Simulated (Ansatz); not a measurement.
System: A15 Mo₃Si. Method: revPBE (Ansatz, a program for electronic structure, PAW).

Numerical settings: plane-wave cutoff 520 eV, 12×12×12 k mesh, Fermi–Dirac smearing 0.05 eV, no spin polarisation, scalar-relativistic PAW data made under PBE.

Cell (relaxed at this level):

```yaml
crystal:
  lattice:
    - [4.92137, 0.00000, 0.00000]
    - [0.00000, 4.92137, 0.00000]
    - [0.00000, 0.00000, 4.92137]
  atoms:
    - { symbol: Si, position: [0.50000, 0.50000, 0.50000] }
    - { symbol: Si, position: [0.00000, 0.00000, 0.00000] }
    - { symbol: Mo, position: [0.25000, 0.00000, 0.50000] }
    - { symbol: Mo, position: [0.50000, 0.25000, 0.00000] }
    - { symbol: Mo, position: [0.50000, 0.75000, 0.00000] }
    - { symbol: Mo, position: [0.75000, 0.00000, 0.50000] }
    - { symbol: Mo, position: [0.00000, 0.50000, 0.75000] }
    - { symbol: Mo, position: [0.00000, 0.50000, 0.25000] }
```

### Question
Predict the bulk modulus B0 and pressure derivative B′ of the bulk modulus.

### Answer

bulk modulus B0: 242 GPa
pressure derivative B′ of the bulk modulus: 4.4

The run finds no gap.

The computed numbers hold no vibrational or temperature effects.
